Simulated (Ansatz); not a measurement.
# SnTe in the rock salt structure (space group Fm-3m, No. 225)

```yaml
crystal:
  lattice:
    - [0.00000, 3.14436, 3.14436]
    - [3.14436, 0.00000, 3.14436]
    - [3.14436, 3.14436, 0.00000]
  atoms:
    - { symbol: Te, position: [0.00000, 0.00000, 0.00000] }
    - { symbol: Sn, position: [0.50000, 0.50000, 0.50000] }
```

All numbers come from PBEsol, PAW, 420 eV (Ansatz, a quantum-chemistry and plane-wave program; spin-orbit coupling left out). k-mesh 13×13×13 (Γ-centred); smearing 0.05 eV (Fermi–Dirac).

```yaml
volume_per_atom: 31.09 Å³
density: 6.58 g/cm³
band_gap: "0.16 eV (uncertain: the edges found on the path are not clean extrema)"
total_energy: -6425.925 eV/atom (σ→0; compares only within this code and set-up)
```

Spin-orbit coupling, missing from the scalar runs, can matter with Te. Whether these cells are dynamically stable was not tested. The zero or small gap of SnTe can change with the level of theory.
